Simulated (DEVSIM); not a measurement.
Device: Si/Ge n-p heterojunction, at 500 K.

Layer 1 from the left is Si, thickness (μm) 1.80, Nd (cm⁻³) 1.2e17, τn (s) 1.1e-6, τp (s) 1.1e-6. Layer 2 from the left is Ge, thickness (μm) 0.130, Na (cm⁻³) 1.9e16, τn (s) 1.1e-6, τp (s) 1.1e-6.

Left contact: ohmic. Right contact: ohmic. Voltage is applied to the left contact. Recombination: SRH at mid-gap. Mobility is μmin + (μ − μmin)/(1 + (N/Nref)^α).

Constants are typed, rounded textbook-type inputs, not results; the design itself was drawn at random and stands for no fabricated device. Values at 300 K; Nc and Nv go as T^1.5, mobilities as T to minus their exponent, the gap by Varshni's rule with the affinity fixed.

Si: gap (eV) 1.124, affinity (eV) 4.05, permittivity 11.7, Nc (cm⁻³) 2.86e19, Nv (cm⁻³) 3.1e19, μn (cm²/Vs) 1417, μp (cm²/Vs) 470, μn,min 52, μp,min 45, Nref,n 9.7e16, Nref,p 2.2e17, αn 0.68, αp 0.72, T exponent of μn 2.3, T exponent of μp 2.2, Varshni α (eV/K) 0.000473, Varshni β (K) 636. Ge: gap (eV) 0.664, affinity (eV) 4, permittivity 16, Nc (cm⁻³) 1.04e19, Nv (cm⁻³) 6e18, μn (cm²/Vs) 3900, μp (cm²/Vs) 1900, μn,min 150, μp,min 100, Nref,n 2.6e17, Nref,p 4e17, αn 0.56, αp 0.6, T exponent of μn 1.66, T exponent of μp 2.33, Varshni α (eV/K) 0.000477, Varshni β (K) 235.

DEVSIM, 1D drift-diffusion, Boltzmann statistics, complete ionisation; no tunnelling, impact ionisation, image-force lowering or self-heating. Band offsets follow the typed affinities; no thermionic-emission limit at abrupt steps, no polarisation charge.

What does the simulation give for the largest field in the device at zero bias, the potential step across the device at zero bias?

largest field in the device at zero bias 1000 V/cm; potential step across the device at zero bias 0.004 V.
